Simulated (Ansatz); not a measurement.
**Response to strain in Ti3Al**

The reference is Ti₃Al (space group P6_3/mmc, No. 194; a = 5.6876 Å, c = 4.6084 Å). Axes: x lies along a and z along c of the hexagonal cell.

Strains are applied to the cell and any free atomic positions relax.

Levels (all Ansatz, an electronic-structure program, PAW): PBEsol (420 eV, scalar-relativistic without spin-orbit coupling); r2SCAN (500 eV, without spin-orbit coupling).

Pressures by level, all at the geometries relaxed with PBEsol:

```json
[
 {"case": "base", "PBEsol": "0.0 GPa", "r2SCAN": "3.3 GPa"},
 {"case": "isotropic strain −0.25 %", "PBEsol": "0.9 GPa", "r2SCAN": "4.3 GPa"},
 {"case": "isotropic strain +0.62 %", "PBEsol": "-2.2 GPa", "r2SCAN": "0.9 GPa"},
 {"case": "strain tensor (xx, yy, zz, yz, xz, xy) = (−1.47, −0.40, +0.56, −1.52, −1.04, −1.61) %", "PBEsol": "1.7 GPa", "r2SCAN": "5.1 GPa"}
]
```

Single points use the geometry relaxed with PBEsol. Their cutoffs differ, which shifts pressures a little. No phonon test of stability was made. All final runs are without spin polarisation.
